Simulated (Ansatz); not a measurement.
Consider a periodic stack without vacuum, tetragonal BaTiO3 (1 0 0) on zinc-blende InAs (1 1 1) (film strained to the substrate, faces as cut): substrate slab As8In8, film Ba6O14Ti4, surface cells [[-1, 2], [-1, 0]] and [[2, 0], [0, 1]], film strained by -5.0 and +4.1 %, faces In/As and BaO/BaO as cut (like faces can put a slab off its formula). Its start:

```xyz
40
Lattice="7.5756 0.0000 -0.1116 0.0000 4.3739 -0.0031 2.4771 -1.2949 26.1570" Properties=species:S:1:pos:R:3 pbc="T T T"
As     5.1034     4.0224     2.2159
As     1.0203     1.6686     2.3268
As     2.6674     3.9224     5.8679
As     6.3997     1.7549     5.9161
As     7.7565    -0.4541     9.4116
As     3.9431     1.7463     9.4928
As     5.3286    -0.4149    13.1419
As     1.5136     1.6746    13.1967
In     3.6276     1.8488     2.2069
In    -0.0003     3.8444     1.1772
In     1.3137     1.7330     5.1492
In     5.2113     3.9449     4.9840
In     6.4564     1.7366     8.6427
In     2.6899    -0.4434     8.6386
In     4.0346     1.7727    12.2323
In     7.8356    -0.5104    12.1339
Ba     7.8572     0.5117    16.3419
Ba     4.0913     0.5526    16.4273
O      2.2180     2.5441    16.6084
O      6.0116     2.4439    16.6085
Ba     7.9037     0.4396    20.4742
Ba     4.1945     0.4394    20.5293
Ti     2.2277     2.7300    18.4215
Ti     6.0214     2.6939    18.4463
O      2.2298     0.1804    18.5114
O      6.0192     0.1447    18.4701
O      2.2622     2.5357    20.7143
O      6.0523     2.4518    20.6569
O      7.9324     2.3693    18.5727
O      4.1141     2.3653    18.6236
Ba     7.9697     0.3887    24.5843
Ba     4.2324     0.3818    24.6128
Ti     2.2865     2.6645    22.5161
Ti     6.0816     2.6341    22.6801
O      2.2866     0.1034    22.7835
O      6.0839     0.0834    22.6969
O      9.9224     2.4701    25.1617
O      6.1014     2.3911    24.5727
O      8.0263     2.2909    22.7235
O      4.1340     2.2954    22.7729
```

The start was prepared with a machine-learned potential, and the result is one local minimum, with the in-plane cell held and forces under 0.04 eV/Å; the film can end far from its bulk form.

Method: PBE (plane waves to 420 eV, PAW; Ansatz, a program for electronic structure). No spin–orbit coupling; the runs are not spin-polarised; PBE gaps are too small against experiment. Its k-point mesh 3×5×1, Fermi–Dirac width 0.05 eV.

Problem. Predict the relaxed interface.

Solution. 
- interface area: 33.1 Å²
- period: 26.28 Å
- gaps between the outermost planes at the two interfaces: 3.01 and 2.03 Å
- Ba–In contacts across the interfaces within 1.22 times the sum of covalent radii: 7, mean 4.15 Å
- As–Ba contacts across the interfaces within 1.22 times the sum of covalent radii: 4, mean 3.73 Å
- In–O contacts across the interfaces within 1.22 times the sum of covalent radii: 1, mean 2.04 Å
- two interfaces: unlike, so that offsets are their mean
